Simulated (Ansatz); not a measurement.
**AlC₆ (model structure, P6/mmm, No. 191, 7 atoms in the cell)**

Computed with r²SCAN+rVV10 in Ansatz (PAW).

Run with plane-wave cutoff 560 eV, 18×18×12 k mesh (along the axes of the cell as run), Fermi–Dirac smearing 0.05 eV, scalar-relativistic PAW data made under PBE.

Cell (relaxed at this level):

Space group P6/mmm (No. 191); a = 4.245 Å, b = 4.245 Å, c = 6.217 Å, α = 90.00°, β = 90.00°, γ = 120.00°

```json
[
 {"atom": "C", "site": "6j", "symmetry": "m2m", "x": "0.0000", "y": "0.3333", "z": "0.0000"},
 {"atom": "Al", "site": "1b", "symmetry": "6/mmm", "x": "0.0000", "y": "0.0000", "z": "0.5000"}
]
```

```yaml
band_gap: none
```

Note: the relaxation could raise the start's symmetry but not lower it, so the cell can be a saddle point.

A model structure was made by putting elements into a prototype or built by hand; it is no filed structure, need not be a known phase, and can be a saddle point held by its symmetry.

Ansatz is an electronic-structure program.
